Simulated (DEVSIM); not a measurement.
Structure: Cr/SiON/p-Si capacitor, at 300 K.

```csv
layer (left to right),material,thickness (nm),Na (cm⁻³)
1,SiON,23.0,-
2,Si,17000,1.1e15
```

Metal gate on the left, work function 4.5 eV. Fixed charge at the semiconductor interface 1.7e10 cm⁻² (in units of +e); no interface traps.

Constants are typed, rounded textbook-type inputs, not results; the design itself was drawn at random and stands for no fabricated device. Values at 300 K; Nc and Nv go as T^1.5, mobilities as T to minus their exponent, the gap by Varshni's rule with the affinity fixed.

| parameter | SiON | Si |
|---|---|---|
| gap (eV) | 7 | 1.124 |
| affinity (eV) | 1.4 | 4.05 |
| permittivity | 5.5 | 11.7 |
| Nc (cm⁻³) | - | 2.86e19 |
| Nv (cm⁻³) | - | 3.1e19 |
| Varshni α (eV/K) | - | 0.000473 |
| Varshni β (K) | - | 636 |

DEVSIM, 1D Poisson equation in equilibrium, Boltzmann statistics, complete ionisation; no quantum confinement or tunnelling. Metal contacts follow the ideal Schottky-Mott rule: no Fermi-level pinning, no interface dipoles.

The temperature was swept, all else fixed.

```
temperature (K)  minimum of the low-frequency capacitance (μF/cm²)  threshold voltage (band bending 2φF) (V)  flat-band voltage (V)
---------------  -------------------------------------------------  ----------------------------------------  ---------------------
250                                                         0.0119                                      0.30                  -0.48
300                                                         0.0136                                      0.24                  -0.42
350                                                         0.0155                                      0.19                  -0.36
400                                                         0.0193                                      0.13                  -0.29
450                                                     (withheld)                                (withheld)                  -0.22
500                                                         0.0428                                      0.00                  -0.16
```

### Question
Complete the blanks.

### Answer

- 450, minimum of the low-frequency capacitance (μF/cm²): 0.0260
- 450, threshold voltage (band bending 2φF) (V): 0.06
